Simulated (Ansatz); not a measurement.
# PbTe (model structure, started from the WC type, P-6m2, No. 187, 2 atoms in the cell): properties by level of theory

```csv
level (code),lattice constant a (Å),c axis length (Å),enthalpy of formation (eV/atom)
PBE (Ansatz),4.458,[?],-0.288
PBEsol (Ansatz),[?],4.145,-0.244
PBE-D3(BJ) (Ansatz),4.344,4.178,[?]
r²SCAN (Ansatz),4.427,4.180,[?]
```

Problem. What belongs in the gaps?

Solution. 
- PBE (Ansatz, an electronic-structure program), c axis length (Å): 4.188
- PBEsol (Ansatz), lattice constant a (Å): 4.333
- PBE-D3(BJ) (Ansatz), enthalpy of formation (eV/atom): -0.253
- r²SCAN (Ansatz), enthalpy of formation (eV/atom): -0.364

Caveats: a distance lies near a switch of the dispersion term, which can move the cell (PBE-D3(BJ)). Ansatz's density-functional and Hartree–Fock values are scalar-relativistic unless marked +SOC, with PAW data made under PBE.

A model structure was made by putting elements into a prototype or built by hand; it is no filed structure, need not be a known phase, and can be a saddle point held by its symmetry.
